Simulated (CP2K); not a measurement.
Worked example: self-consistent single point of Si (Fd-3m, 2 atoms in the cell) in CP2K.

Computed with PBE, GPW, DZVP-MOLOPT-SR-GTH basis, GTH-PBE potentials (GTH_POTENTIALS) (CP2K).

The change in words: lattice scaled by 0.98. Reference geometry:
```
Si
1.0
    3.84928     0.00000     0.00000
    1.92464     3.33357     0.00000
    1.92464     1.11119     3.14292
Si
2
Direct
  0.25000   0.25000   0.25000
  0.00000   0.00000   0.00000
```

Reference input (self-consistent single point, DFT PBE, GPW, DZVP-MOLOPT-SR-GTH basis, GTH-PBE potentials (GTH_POTENTIALS)): CUTOFF = 400 Ry; REL_CUTOFF = 50 Ry; SMEAR/METHOD = FERMI_DIRAC; ELECTRONIC_TEMPERATURE = 580.23 K; KPOINTS/SCHEME = MONKHORST-PACK 8 8 8; GAMMA_CENTERED = T; XC_FUNCTIONAL = PBE; Si/BASIS_SET = DZVP-MOLOPT-SR-GTH-q4; Si/POTENTIAL = GTH-PBE-q4; METHOD = GPW; EPS_DEFAULT = 1e-10; NGRIDS = 4. This run's input differs from it in these lines:

```diff
@@ -64,4 +64,4 @@
     &CELL
-      ABC 3.84927700 3.84927754 3.84927778
-      ALPHA_BETA_GAMMA 59.99999446 59.99999810 59.99999602
+      ABC 3.77229200 3.77229139 3.77229160
+      ALPHA_BETA_GAMMA 59.99999324 59.99999653 59.99999467
       PERIODIC XYZ
@@ -69,3 +69,3 @@
     &COORD
-      Si       1.92463875     1.11119075     0.78573050
+      Si       1.88614600     1.08896675     0.77001575
       Si       0.00000000     0.00000000     0.00000000
```

The program printed (abridged):

```
 SCF WAVEFUNCTION OPTIMIZATION

  Step     Update method      Time    Convergence         Total energy    Change
     1 NoMix/Diag. 0.30E+00      -     1.08830265        -7.9876432434 -7.99E+00
     2 Broy./Diag. 0.30E+00      -     0.00559108        -7.8832560987  1.04E-01
     3 Broy./Diag. 0.30E+00      -     0.02778028        -7.7818318292  1.01E-01
     4 Broy./Diag. 0.30E+00      -     0.00213804        -7.8299702696 -4.81E-02
     5 Broy./Diag. 0.30E+00      -     0.00402391        -7.8529964011 -2.30E-02
     6 Broy./Diag. 0.30E+00      -     0.00130840        -7.8653323406 -1.23E-02
     7 Broy./Diag. 0.30E+00      -     0.00026140        -7.8695102409 -4.18E-03
     8 Broy./Diag. 0.30E+00      -     0.00001316        -7.8702431418 -7.33E-04
     9 Broy./Diag. 0.30E+00      -     0.00001416        -7.8705645531 -3.21E-04
    10 Broy./Diag. 0.30E+00      -     0.00000184        -7.8706370992 -7.25E-05
    11 Broy./Diag. 0.30E+00      -     0.00000056        -7.8706491406 -1.20E-05
  *** SCF run converged in    11 steps ***

  Overlap energy of the core charge distribution:               0.00000000003362
  Self energy of the core charge distribution:                -20.51598485628205
  Core Hamiltonian energy:                                      4.40817608071918
  Hartree energy:                                              10.67492222723489
  Exchange-correlation energy:                                 -2.43776119149344
  Electronic entropic energy:                                  -0.00000140101382
  Fermi energy:                                                 0.22075736292432

  Total energy:                                                -7.87064914064285
  Total energy (extrapolated to T->0):                         -7.87064844013594

   [... lines left out ...]

 STRESS| Analytical stress tensor [bar]
 STRESS|                        x                   y                   z
 STRESS|      x        7.44446088077E+04   2.90382428285E-02   2.07008231967E-02
 STRESS|      y        2.90382428285E-02   7.44465292164E+04   5.17771078802E-01
 STRESS|      z        2.07008231967E-02   5.17771078802E-01   7.44452680228E+04
 STRESS| 1/3 Trace                                             7.44454686823E+04
```

The run converged in 11 iterations. Against the reference run the free energy goes up by 30.1 meV/atom, the pressure goes from 1.00 to 7.44 GPa and the gap on the mesh goes from 0.686 to 0.584 eV.

The starting cell comes from a database of computed structures (which also holds hypothetical and non-ambient phases and stackings), without a prior relaxation at this level. For this run, on top of that: lattice scaled by 0.98. Values carry the incompleteness of an atom-centred basis. With a pressure of about 7 GPa the cell is away from its equilibrium volume at this level.
